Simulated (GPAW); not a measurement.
Band structure of YTe (Fm-3m, 2 atoms in the cell).

```
YTe
1.0
    0.00000     3.08034     3.08034
    3.08034     0.00000     3.08034
    3.08034     3.08034     0.00000
Y Te
1 1
Direct
  0.00000   0.00000   0.00000
  0.50000   0.50000   0.50000
```

Computed with PBEsol, GPAW PAW datasets PBEsol (made by gpaw-setup) (plane waves; GPAW).

Settings: mode = pw; ecut = 550 eV; xc = PBEsol; kpts = 12 12 12; mesh shift (steps) = 0 0 0; occupations.name = fermi-dirac; occupations.width = 0.1 eV; nbands = -6; convergence.density = 1e-05 e/electron; convergence.energy = 1e-05 eV/electron; symmetry.symmorphic = false; symmetry.tolerance = 0.0005; maxiter = 100; bandpath_npoints = 40.

The starting cell comes from a database of computed structures (which also holds hypothetical and non-ambient phases and stackings), without a prior relaxation at this level. Spin-orbit coupling is off.

Levels in eV from the Fermi level, bands 5 to 12:
```csv
point,5,6,7,8,9,10,11,12
Γ,-13.15,-2.24,-2.24,-2.24,-0.25,-0.25,-0.25,0.33
X,-12.36,-5.10,-3.35,-3.35,-1.86,1.21,1.32,2.45
W,-12.20,-4.62,-4.62,-4.54,0.76,0.76,1.37,2.46
K,-12.22,-4.87,-4.85,-3.77,-0.49,1.98,2.04,2.24
L,-12.10,-6.25,-4.10,-4.10,1.49,1.71,1.71,1.83
U,-12.22,-4.87,-4.85,-3.77,-0.49,1.98,2.04,2.24
```

Bands cross the Fermi level along this path, so the cell is metallic at this level.
